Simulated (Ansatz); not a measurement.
For cubic perovskite KMgF3, r²SCAN in Ansatz (PAW) gives:

- equilibrium lattice constant a = 3.981 Å
- bulk modulus = 78.1 GPa
- cohesive energy = 4.62 eV/atom
- band gap at the measured cell = 8.25 eV

Task: What does PBE0 (plane waves, PAW; Ansatz, a quantum-chemistry and plane-wave program) give for the same quantities?

Result: 
- lattice constant a: 4.004 Å (grows by 0.6 %)
- bulk modulus: 72.8 GPa (falls by 6.8 %)
- cohesive energy: 4.36 eV/atom (drops by 0.26 eV/atom)
- band gap at the measured cell: 10.32 eV (rises by 2.07 eV)

For comparison: lattice constant a 3.990 Å (measured, room temperature, no zero-point or thermal correction; as tabulated in Vaitheeswaran et al. (2007), arXiv:cond-mat/0703621); bulk modulus 75.1 GPa (measured, room temperature, no zero-point or thermal correction, sources range from 71.2 to 75.1; as tabulated in Vaitheeswaran et al. (2007), arXiv:cond-mat/0703621); band gap 12.4 eV (measured, temperature not stated, not corrected to a static lattice; as tabulated in Sahnoun et al. (2004), doi:10.1016/j.matchemphys.2004.11.019).

Changes are worked out from the printed values.

Unless a cell is named, each level is at its own relaxed cell (r²SCAN 12.62, PBE0 12.84 Å³/atom).

Density-functional gaps are differences of (generalised) Kohn–Sham levels.

Caveats: the relaxation could not lower the start's symmetry, so the cell can be a saddle point above a distorted one (r²SCAN, PBE0). Ansatz's density-functional and Hartree–Fock values are scalar-relativistic unless marked +SOC, with PAW data made under PBE.
